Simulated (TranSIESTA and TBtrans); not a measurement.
## Pb chain with one bond stretched by 2.0 Å

Junction: Pb chain with one bond stretched by 2.0 Å. Leads: straight Pb chain, spacing 3.021 Å. Geometry: as built, not relaxed.

TranSIESTA and TBtrans, PBE, DZP numerical orbitals (energy shift 0.15 eV), PseudoDojo norm-conserving scalar-relativistic potentials, mesh cutoff 200 Ry, 300 K, no spin polarisation, no spin-orbit coupling; self-consistent non-equilibrium Green functions.

Conductance at 300 K (G0 = 2e²/h): 0.29
Thermopower (μV/K): -2.2
Mean T from −0.5 to 0.5 eV: 0.24

Energies count from the leads' Fermi level. Transmissions are for one spin of a degenerate pair. The energy step is 0.01 eV; narrower resonances are cut or missed.

```csv
E (eV),T,lead channels
-2.00,0.021,1
-1.90,0.029,1
-1.80,0.037,1
-1.70,0.044,1
-1.60,0.052,1
-1.50,0.060,1
-1.40,0.068,1
-1.30,0.076,1
-1.20,0.084,1
-1.10,0.092,1
-1.00,0.10,1
-0.90,0.11,1
-0.80,0.12,1
-0.70,0.13,1
-0.60,0.13,1
-0.50,0.15,3
-0.40,0.16,3
-0.30,0.19,3
-0.20,0.23,3
-0.10,0.27,3
0.00,0.29,3
0.10,0.29,3
0.20,0.28,3
0.30,0.26,3
0.40,0.25,3
0.50,0.25,3
0.60,0.25,3
0.70,0.25,3
0.80,0.25,3
0.90,0.25,3
1.00,0.25,3
1.10,0.26,3
1.20,0.26,3
1.30,0.26,3
1.40,0.27,3
1.50,0.27,3
1.60,0.28,3
1.70,0.28,3
1.80,0.29,3
1.90,0.29,3
2.00,0.29,3
```

The straight chain is held at its spacing; free chains may zigzag or dimerise. No spin-polarised start was tried, so a magnetic state, if there is one, is missed. Spin-orbit coupling, left out here, matters for the heavy atoms.
